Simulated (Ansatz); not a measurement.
A user runs Ansatz (a quantum-chemistry and plane-wave program) on NbMoS4 (Pm, 6 atoms in the cell) and asks whether the run is sound. The aim is a self-consistent single point with DFT, LDA (PW92), plane waves, default PAW files made with PBE.

Cell that was meant: a = 5.7498 Å, b = 3.3130 Å, c = 6.5912 Å, α = 90.00°, β = 107.12°, γ = 90.00°.

Part of the input:

Ansatz 0.2 input:
```yaml
    - { symbol: S, position: [0.921280, 0.500000, 0.242560] }
    - { symbol: S, position: [0.757320, 0.500000, 0.756220] }
    - { symbol: S, position: [0.243350, 0.000000, 0.749890] }
basis:
  ecutwfc: 105.0
kpoints:
  mp_grid:
    grid: [4, 6, 3]
[...]
scf:
  occupations:
    method: gaussian
    width: 0.1
output:
  forces: true
  eigenvalues: true
```

Output (repeated stretches shortened):

```
   [... lines left out ...]
PAW frozen core: S, regenerated for the run's functional, and the local potential with it
Initial density: superposition of atomic densities (neutral atoms: chi_scale 0, normalization atom), corrected by the library's trained network
Initial wavefunctions: pseudopotential atomic-orbital guess
Eigensolver: davidson
Functional: x = slater, c = lda
SCF iter   1: F=—  HF=-12668.575974 eV  |F-HF|=—  |Δ(HF+E_count)|=         —  Δρ=2.25e-1  dr2=6.84e1  ethr=1.77e-3  ⟨swp⟩=5.9  Hψ=3640  notcnv=0
all-band conjugate gradients solve this SCF's bands
preconditioner: auto → LDOS
SCF iter   2: F=—  HF=-12645.383810 eV  |F-HF|=—  |Δ(HF+E_count)|=    2.32e1  Δρ=1.41e-1  dr2=6.59e1  ethr=1.77e-3  ⟨swp⟩=5.6  Hψ=3362  notcnv=0  defer=44
   [... lines left out ...]
SCF iter   8: F=—  HF=-12634.321542 eV  |F-HF|=—  |Δ(HF+E_count)|=   9.24e-6  Δρ=6.19e-5  dr2=5.29e-6  ethr=1.80e-7  ⟨swp⟩=2.0  Hψ=1277  notcnv=0  defer=36
SCF iter   9: F=—  HF=-12634.321542 eV  |F-HF|=—  |Δ(HF+E_count)|=   3.69e-7  Δρ=1.96e-5  dr2=5.09e-7  ethr=1.04e-8  ⟨swp⟩=2.0  Hψ=1310  notcnv=0  defer=36
SCF iter  10: F=-12634.321542 eV  HF=-12634.321542 eV  |F-HF|=2.00e-8  |Δ(HF+E_count)|=   3.67e-8  Δρ=6.67e-6  dr2=5.93e-8  ethr=1.96e-10  ⟨swp⟩=10.4  Hψ=3873  notcnv=0
SCF 1 converged in 10 iterations: F = -12634.321542 eV  dr2 = 5.93e-8
the forces of this run sum to 7.805e-2 eV/Å along one axis, over √6 times 1.000e-2 eV/Å (the walk's relax.f_tol, or that key's default on a run that moves no …
Free energy (F): -12634.321542 eV
Internal energy: -12634.307829 eV  (E = F + TS)
E sigma→0 (E₀):  -12634.314685 eV
Entropy (-TS):   -0.013713 eV (-2.285 meV/atom)
Fermi energy:    9.274093 eV
--- Forces (eV/Å), atoms counted from 1 ---
  atom   1  Nb    -0.25038699    -0.00000000     0.20766104
  atom   2  Mo     0.51313021    -0.00000000     0.23856624
  atom   3  S      0.07089995    -0.00000000     2.99018105
   [... lines left out ...]
  atom   6  S     -0.01991728    -0.00000000    -3.19983094
--- Stress (GPa, compression-positive) ---
       -0.013592      -0.000000       0.227669
       -0.000000       0.192448       0.000000
        0.227669       0.000000      19.864731
  P = ⅓ Tr σ = 6.6812 GPa (66.812 kbar)
  The stress holds the Pulay correction. Without it, at fixed plane waves, as pw.x and ABINIT print it: P = -363.4898 GPa
```

Question: Is this run sound? If not, what is wrong?

Answer: The run is not sound. The fault is a basis or grid far too coarse for these potentials. Far below the cutoff that the potentials were made for, the basis cannot represent the orbitals near the nuclei, and energies, forces and above all the stress go wrong. To fix it, restore the cutoff that the potentials need and check convergence. The run converged in 10 iterations without an error; against the sound input the free energy rises by 22.5 eV/atom, the pressure goes from -9.11 to 6.68 GPa and the largest force goes from 0.782 to 3.200 eV/Å. At a fixed set of plane waves, without the program's Pulay estimate, the pressure is -363.49 GPa against -9.12 GPa.

An input that runs soundly differs in these lines (not the only fix; some lines may just follow from the change or write a value another way):
```diff
-basis:
-  ecutwfc: 105.0
-    width: 0.1
+    width: 0.0073 Ry
```

With that input, the run converged in 7 iterations: free energy E − TS (on the zero of these files) -12769.5853 eV; Fermi level (on the code's own zero) 8.31 eV; pressure -9.11 GPa; largest force (vector length) 0.782 eV/Å (DFT, LDA (PW92), plane waves, default PAW files made with PBE).

On the sound input: the starting cell comes from a database of computed structures (which also holds hypothetical and non-ambient phases and stackings), without a prior relaxation at this level. Its lattice was rescaled by a random factor within 2.5 % of one. Spin polarisation is off; with an odd number of electrons in the cell that forces a metal, and a magnetic state may lie lower. With a pressure of about -9 GPa the cell is away from its equilibrium volume at this level. Ansatz's pressure includes its estimate of the finite-basis (Pulay) stress.
